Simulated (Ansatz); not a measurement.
## Worked example: self-consistent single point of GePbO3 (Pm-3m, 5 atoms in the cell) in Ansatz

Level of theory: PBEsol, default PAW files made with PBE (plane waves; Ansatz, a program for electronic structure).

The input file:

Ansatz 0.2 input:
```yaml
# GePbO3
crystal:
  lattice:
    - [3.888440, 0.000000, 0.000000]
    - [0.000000, 3.888440, 0.000000]
    - [0.000000, 0.000000, 3.888440]
  atoms:
    - { symbol: Ge, position: [0.500000, 0.500000, 0.500000] }
    - { symbol: Pb, position: [0.000000, 0.000000, 0.000000] }
    - { symbol: O, position: [0.000000, 0.500000, 0.500000] }
    - { symbol: O, position: [0.500000, 0.000000, 0.500000] }
    - { symbol: O, position: [0.500000, 0.500000, 0.000000] }
kpoints:
  mp_grid: { grid: [6, 6, 6] }
hamiltonian:
  xc: pbesol
  pseudopotentials: { kind: paw }
scf:
  occupations: { method: gaussian, width: 0.2 }
output:
  forces: true
  eigenvalues: true
  stress: true
```

Output (repeated stretches shortened):

```
WARN basis.ecutwfc = 420 eV, the default
WARN ansatz: RAYON_NUM_THREADS=1 ignored (pool sized by the plan → 1); use --threads N
Pseudopotentials: kind: paw
Pseudopotential: Ge, paw, valence charge 14
Pseudopotential: Pb, paw, valence charge 14
Pseudopotential: O, paw, valence charge 6
Crystal: 5 atoms, lattice volume = 58.793 Å³
Basis set: ecut = 420 eV, 1189 PW (Γ), exchange–correlation on 54×54×54 points (8 copies of the dense FFT grid, shifted against one another)
Bands: 28, of which v1, the nominal top of the filled ones, is band 23 counted from 1 (22 counted from 0)
Symmetry: 48 space group operations
Space group: Pm-3m (ITA 221), of the structure as read, at distance tolerance 3.9e-5 Å
k-points: 20 of 216
PAW frozen core: Ge, regenerated for the run's functional, and the local potential with it
PAW frozen core: Pb, regenerated for the run's functional, and the local potential with it
PAW frozen core: O, regenerated for the run's functional, and the local potential with it
Initial density: superposition of atomic densities (neutral atoms: chi_scale 0, normalization atom), corrected by the library's trained network
Initial wavefunctions: pseudopotential atomic-orbital guess
Eigensolver: davidson
Functional: x = pbesol(κ = 0.804, μ = 0.12345679012345678), c = pbesol(β = 0.046)
SCF iter   1: F=—  HF=-17690.326304 eV  |F-HF|=—  |Δ(HF+E_count)|=         —  Δρ=1.66e-2  dr2=1.35e-1  ethr=1.77e-3  ⟨swp⟩=5.7  Hψ=2527  notcnv=0
all-band conjugate gradients solve this SCF's bands
preconditioner: auto → Resta (q_TF=auto, 2.619 Å⁻¹)
SCF iter   2: F=—  HF=-17690.294197 eV  |F-HF|=—  |Δ(HF+E_count)|=   3.21e-2  Δρ=5.34e-3  dr2=1.80e-2  ethr=2.94e-4  ⟨swp⟩=1.7  Hψ=756  notcnv=0  defer=1
SCF iter   3: F=—  HF=-17690.289593 eV  |F-HF|=—  |Δ(HF+E_count)|=   4.60e-3  Δρ=1.07e-3  dr2=7.88e-4  ethr=3.92e-5  ⟨swp⟩=2.0  Hψ=735  notcnv=0  defer=2
SCF iter   4: F=—  HF=-17690.289350 eV  |F-HF|=—  |Δ(HF+E_count)|=   2.43e-4  Δρ=2.03e-4  dr2=2.50e-5  ethr=1.71e-6  ⟨swp⟩=2.9  Hψ=1042  notcnv=0  defer=2
SCF iter   5: F=—  HF=-17690.289405 eV  |F-HF|=—  |Δ(HF+E_count)|=   5.48e-5  Δρ=7.80e-5  dr2=4.10e-6  ethr=5.43e-8  ⟨swp⟩=2.0  Hψ=946  notcnv=0  defer=2
SCF iter   6: F=—  HF=-17690.289403 eV  |F-HF|=—  |Δ(HF+E_count)|=   1.35e-6  Δρ=2.69e-5  dr2=4.46e-7  ethr=8.91e-9  ⟨swp⟩=2.0  Hψ=938  notcnv=0  defer=2
SCF iter   7: F=-17690.289403 eV  HF=-17690.289403 eV  |F-HF|=6.28e-9  |Δ(HF+E_count)|=   2.02e-7  Δρ=3.96e-6  dr2=1.06e-8  ethr=2.17e-10  ⟨swp⟩=9.4  Hψ=2609  notcnv=0
SCF 1 converged in 7 iterations: F = -17690.289403 eV  dr2 = 1.06e-8
SCF converged after 7 iterations
Free energy (F): -17690.289403 eV
Harris-Foulkes:  -17690.289403 eV  (|F-HF|=6.28e-9)
Internal energy: -17690.286766 eV  (E = F + TS)
E sigma→0 (E₀):  -17690.288085 eV
Entropy (-TS):   -0.002637 eV (-0.527 meV/atom)
Fermi energy:    10.936402 eV
--- Per-component energies (eV) ---
  E_band       = -70.182724
  E_kinetic    = 922.567644
  E_local      = -3832.351543  (includes V_loc(G=0)·N_el)
  E_nonlocal   = 923.329764
  E_hartree    = 1577.117862
  E_xc         = -513.033421
  E_vxc        = -478.770939  (∫ρ·V_xc dr)
  E_paw        = -12694.067138  (= ΣΔE_a)
  E_vpaw       = -759.200914  (= ΣTr[D̂ρ^β])
  E_aug_tail   = 0.008257  (compensation charges beyond the density's cutoff)
  E_ewald      = -4074.944107
  E_core_change = 1.085917  (= ΣΔE_core)
  E_smearing   = -0.002637  (= −TS)
  E_closure    = -0.000000  (closes the sum)
  Σ components = -17690.289403   (vs F -17690.289403, Δ=0.00e0)
--- Forces (eV/Å), atoms counted from 1 ---
  atom   1  Ge    -0.00000000     0.00000000     0.00000000
   [... zero for the other atoms too ...]
  max |Σ_I F_I| component: 1.04e-29 eV/Å
--- Stress (GPa, compression-positive) ---
       -5.998624       0.000000       0.000000
        0.000000      -5.998624       0.000000
        0.000000       0.000000      -5.998624
  P = ⅓ Tr σ = -5.9986 GPa (-59.986 kbar)
  The stress holds the Pulay correction. Without it, at fixed plane waves, as pw.x and ABINIT print it: P = -6.6952 GPa
--- Band table (eV; the first three rows and the last of 20) ---
  k-point 0: bands = ["-13.7427", "-13.7427", "-13.5151", "-13.5151", "-13.5151", "-8.5886", "-5.4825", "-5.4825", "-4.2208", "-4.2208", "-4.2208", "-4.0266", "-4.0266", "4.3028", "4.3028", "4.3028", "5.2000", "9.1843", "9.1843", "9.1843", "9.3681", [...]
  k-point 1: bands = ["-13.7424", "-13.7244", "-13.5165", "-13.5165", "-13.5150", "-8.4403", "-5.6937", "-5.4268", "-4.2379", "-4.2379", "-4.2201", "-4.0924", "-4.0683", "3.8514", "4.4492", "4.4492", "5.5095", "8.8571", "9.0305", "9.0305", "9.3103", [...]
  k-point 2: bands = ["-13.7417", "-13.6877", "-13.5193", "-13.5193", "-13.5149", "-8.0291", "-6.2665", "-5.2949", "-4.2717", "-4.2717", "-4.2444", "-4.2186", "-4.1114", "3.6381", "4.7829", "4.7829", "5.0360", "8.5763", "8.5763", "9.1970", "9.5318", [...]
  k-point 19: bands = ["-13.6240", "-13.6240", "-13.5268", "-13.5268", "-13.5268", "-6.6602", "-6.6602", "-6.6602", "-4.1617", "-4.1617", "-3.9655", "-3.9655", "-3.9655", "-0.1893", "5.5403", "5.8859", "5.8859", "5.8859", "8.9642", "8.9642", [...]
```

The run converged in 7 iterations.

The starting cell comes from a database of computed structures (which also holds hypothetical and non-ambient phases and stackings), without a prior relaxation at this level. Spin-orbit coupling is off. With a pressure of about -6 GPa the cell is away from its equilibrium volume at this level. Ansatz's pressure includes its estimate of the finite-basis (Pulay) stress. Without the estimate this run gives -6.70 GPa. The run gives no clean gap (levels at the Fermi energy touch, overlap or are partly filled at this smearing), which alone does not show that the compound is a metal.
